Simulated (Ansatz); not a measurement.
The starting structures come from a database of crystals and need not be the phases stable at ambient conditions.

```
CELL_PARAMETERS angstrom
      3.01968     0.00000     0.00000
      0.00000     3.01968     0.00000
      1.50984    -1.50984     2.13524
ATOMIC_POSITIONS crystal
  Ga 0.00000 0.00000 0.00000
  N  0.50000 0.50000 0.00000
```

Space group of this cell: Fm-3m, rock salt. The cell is taken as given; by r2SCAN its mean pressure is -8.5 GPa.

Computed with r2SCAN (plane waves, PAW; Ansatz, a first-principles code).

The current runs along the normal of the first two printed vectors; no spin-orbit coupling. Scaled by the factor s: the length along the current (ions clamped). Meshes 14×14×14 and 10×10 across the current in all rows.

```tsv
s	mean pressure (GPa)	slowest mid-gap decay constant κ (1/Å)
0.97	-1.4	?
1.00	-8.5	0.142
1.03	-13.8	0.115
```

Q: Take the slope of the slowest mid-gap decay constant κ against ln s from the two given rows, extrapolate to s = 0.97, and say what the run there gives.

A: Slope = (0.115 − 0.142) / ln 1.03 = -0.913 1/Å. The line gives 0.142 + (-0.913) × ln 0.97 = 0.170 1/Å. The run gives 0.183 1/Å, 0.013 1/Å over the line, 47 % of the predicted step.
